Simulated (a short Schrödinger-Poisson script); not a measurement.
From a short Schrödinger-Poisson script (our own, NumPy): 1D Poisson equation in equilibrium, electrons quantum, Hartree (BenDaniel-Duke, 12 states a valley, the channel's in-plane mass for all, wave functions free to enter the dielectric), parabolic valleys, classical holes, full ionisation, no traps, pinning or gate leakage.

Stack: symmetric double-gate stack, Al2O3 on p-type In0.53Ga0.47As, at 300 K.

From the gate side: 4.6 nm Al2O3; 5 nm In0.53Ga0.47As, acceptors 1e17 cm⁻³; 4.6 nm Al2O3.

The device is made up for the run: typed textbook-type constants, with dimensions and the other settings drawn at random. Al2O3: permittivity 9, conduction-band edge (eV) 3.16, gap (eV) 6.8, electron mass (mₑ) 0.3. In0.53Ga0.47As: permittivity 13.9, conduction-band edge (eV) 0, gap (eV) 0.74, Nv at 300 K (cm⁻³) 7.7e18.

Channel valleys (confinement mass, in-plane density-of-states mass, number): Γ 0.041, 0.041, 1. At the gates, both at one voltage, the conduction-band edge of layer 1 lies 3.47 eV − eVg above the Fermi level of the channel. Gaps are held at their typed values at every temperature. Mesh 0.03 nm at interfaces.

Problem. Give the lowest subband against the Fermi level at Vg = 1.8 V (meV); the sheet density of all electrons at Vg = 1.8 V (cm⁻²); the sheet density of all electrons at Vg = 0.6 V (cm⁻²).

Solution. lowest subband against the Fermi level at Vg = 1.8 V (meV): -643; sheet density of all electrons at Vg = 1.8 V (cm⁻²): 1.31e13; sheet density of all electrons at Vg = 0.6 V (cm⁻²): 1.20e12. Above a few 1e12 electrons/cm² a light Γ valley is non-parabolic and upper valleys begin to fill, which the model leaves out.
